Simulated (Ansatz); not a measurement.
## A computed series for MoS2: pressure series

Consider MoS2 (space group P6_3/mmc, No. 194; layered, stacked along the Cartesian z axis).

```
MoS2
1.0
    3.14934     0.00000     0.00000
   -1.57467     2.72741     0.00000
    0.00000     0.00000    12.08946
Mo S
2 4
Direct
  0.66667   0.33333   0.75000
  0.33333   0.66667   0.25000
  0.66667   0.33333   0.37952
  0.33333   0.66667   0.87952
  0.33333   0.66667   0.62048
  0.66667   0.33333   0.12048
```

Cell and atoms are relaxed at each pressure.

All numbers come from plane-wave PAW DFT at the PBE-D3(BJ) level (Ansatz, a program for electronic structure, 420 eV), spin-orbit coupling left out.

Candidates:
(a) pressure 1.5 GPa
(b) pressure −1 GPa
(c) pressure 5 GPa

For the base:

* **Width of the top valence band**: 1.69 eV

Problem. Order them by width of the top valence band, lowest first.

Solution. (b) pressure −1 GPa (1.62 eV), (a) pressure 1.5 GPa (1.77 eV), (c) pressure 5 GPa (1.90 eV)

The levels and masses belong to the bands next to the band gap. Load acts through the strain it causes; cell and atoms are relaxed under it. Whether these cells are dynamically stable was not tested. Competing high-pressure phases were not computed.
